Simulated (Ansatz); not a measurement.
Consider the formation energy of Ge_Sn in Sn (grey tin, Fd-3m). Reaction: Ge (diamond) + 63 Sn (grey tin) → cell A.

Cell A: a supercell of 64 sites of Sn (grey tin, Fd-3m) with Ge on a Sn site (4 Sn at 2.75 Å); spin state with PBE: run without spin, k-point mesh 3×3×3.
```
CELL_PARAMETERS angstrom
     13.31120     0.00000     0.00000
      0.00000    13.31120     0.00000
      0.00000     0.00000    13.31120
ATOMIC_POSITIONS crystal
  Sn 0.00001 0.00003 0.99999
  Sn 0.12498 0.12503 0.12500
  Sn 0.99985 0.25012 0.25004
  Sn 0.12515 0.37498 0.37493
  Sn 0.25004 0.99987 0.25005
  Sn 0.37493 0.12514 0.37493
  Sn 0.25007 0.25009 0.99988
  Sn 0.37492 0.37500 0.12518
  Sn 0.00000 0.00002 0.49998
  Sn 0.12592 0.12598 0.62478
  Sn 0.00011 0.25014 0.74993
  Sn 0.12598 0.37528 0.87404
  Sn 0.25007 0.00018 0.74994
  Sn 0.37526 0.12600 0.87405
  Sn 0.25189 0.25192 0.50008
  Sn 0.38089 0.38087 0.61902
  Sn 0.00001 0.50003 0.99999
  Sn 0.12594 0.62478 0.12599
  Sn 0.00008 0.74995 0.25007
  Sn 0.12594 0.87404 0.37524
  Sn 0.25196 0.50019 0.25199
  Sn 0.38094 0.61918 0.38091
  Sn 0.25004 0.74992 0.00012
  Sn 0.37522 0.87407 0.12592
  Sn 0.00000 0.50004 0.49999
  Sn 0.12517 0.62506 0.62508
  Sn 0.99988 0.74996 0.74993
  Sn 0.12500 0.87503 0.87500
  Sn 0.25199 0.49986 0.74801
  Sn 0.37493 0.62504 0.87485
  Sn 0.25193 0.74807 0.49989
  Sn 0.37492 0.87488 0.62505
  Sn 0.50001 0.00002 0.99999
  Sn 0.62474 0.12600 0.12594
  Sn 0.50007 0.25195 0.25193
  Sn 0.61909 0.38084 0.38091
  Sn 0.74992 0.00017 0.25004
  Sn 0.87406 0.12598 0.37521
  Sn 0.74992 0.25009 0.00009
  Sn 0.87402 0.37529 0.12592
  Sn 0.50001 0.00001 0.49999
  Sn 0.62505 0.12516 0.62507
  Sn 0.49987 0.25198 0.74803
  Sn 0.62507 0.37498 0.87478
  Sn 0.74996 0.99988 0.74992
  Sn 0.87501 0.12502 0.87499
  Sn 0.74808 0.25192 0.49989
  Sn 0.87481 0.37500 0.62504
  Sn 0.50001 0.50000 0.00000
  Sn 0.62505 0.62506 0.12516
  Sn 0.49988 0.74811 0.25190
  Sn 0.62507 0.87486 0.37492
  Sn 0.74801 0.49985 0.25195
  Sn 0.87480 0.62504 0.37492
  Sn 0.74995 0.74992 0.99987
  Sn 0.87499 0.87504 0.12497
  Ge 0.50004 0.50002 0.49998
  Sn 0.61904 0.61922 0.61911
  Sn 0.50006 0.74813 0.74811
  Sn 0.62479 0.87407 0.87406
  Sn 0.74801 0.50020 0.74799
  Sn 0.87405 0.62476 0.87401
  Sn 0.74805 0.74807 0.50010
  Sn 0.87406 0.87405 0.62472
```

Reference: Ge (diamond, Fd-3m), 2 atoms in the cell, k-point mesh 10×10×10 on the run's own vectors. Conventional cell: a = 5.7599 Å, b = 5.7599 Å, c = 5.7599 Å, α = 90.00°, β = 90.00°, γ = 90.00°.

Reference: Sn (grey tin, Fd-3m), 64 atoms in the cell, a perfect crystal on lattice vectors that match the other cells', k-point mesh 3×3×3 on the run's own vectors.

Computed with Ansatz (plane waves, PAW), its default PAW set, cutoff 420 eV, 500 eV for r2SCAN. The structures are at rest with PBE, within the held lattices; other levels are single points on them. Neutral cells; Fermi-Dirac smearing of at most 0.10 eV in the solids, energies taken to zero width. The lattices are those relaxed with PBE, so at other levels the solids can be strained, which adds to the spread. Larger cells are relaxed from a start prepared with the learned potential CHGNet, on a coarser mesh till forces fall under 0.03 eV/Å, which some starts already meet. A dispersion term (D3(BJ), or D4 for r2SCAN) was computed beside these levels and is taken off wherever the name lacks it. No zero-point or thermal terms. Cells are local rest points, mostly with their start's symmetry. The runs are scalar-relativistic, without spin-orbit coupling. Values are for these cell sizes. Mesh and cell size may move defect energies by 0.1 eV or more. Cell A has symmetry P-43m and got no random move, so less symmetric positions, which may lie lower, weren't tried.

What value does r2SCAN give?

0.34 eV, for Ge (diamond) + 63 Sn (grey tin) → cell A.

What do the other levels give, and how wide is the spread?


```tsv
Level	value (eV)	less r2SCAN
PBE	0.17	-0.17
```

The levels span 0.17 eV, from PBE (0.17) to r2SCAN (0.34).

Ansatz is a first-principles code.
